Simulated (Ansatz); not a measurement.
## C (model structure, I4/mmm, No. 139, 4 atoms in the cell)

Level of theory: HSE06 (PAW; Ansatz, a first-principles code).

Run with plane-wave cutoff 460 eV, 12×12×12 k mesh, Fermi–Dirac smearing 0.01 eV, scalar-relativistic PAW data made under PBE.

Cell (relaxed with PBEsol):

```xyz
4
Lattice="-2.1782 2.1782 1.2495 2.1782 -2.1782 1.2495 2.1782 2.1782 -1.2495" Properties=species:S:1:pos:R:3 pbc="T T T"
C      0.7855     0.7855     0.0000
C      1.3927    -1.3927     1.2495
C     -1.3927     1.3927     1.2495
C      1.3927     1.3927     1.2495
```

band gap: 3.50 eV (indirect)
smallest direct gap on the k points sampled: 5.89 eV
direct gap at Γ: 6.73 eV

Note: the relaxation could raise the start's symmetry but not lower it, so the cell can be a saddle point; cell and atoms aren't relaxed at this level (largest force component 0.10 eV/Å, pressure -3.2 GPa).

A model structure was made by putting elements into a prototype or built by hand; it is no filed structure, need not be a known phase, and can be a saddle point held by its symmetry.
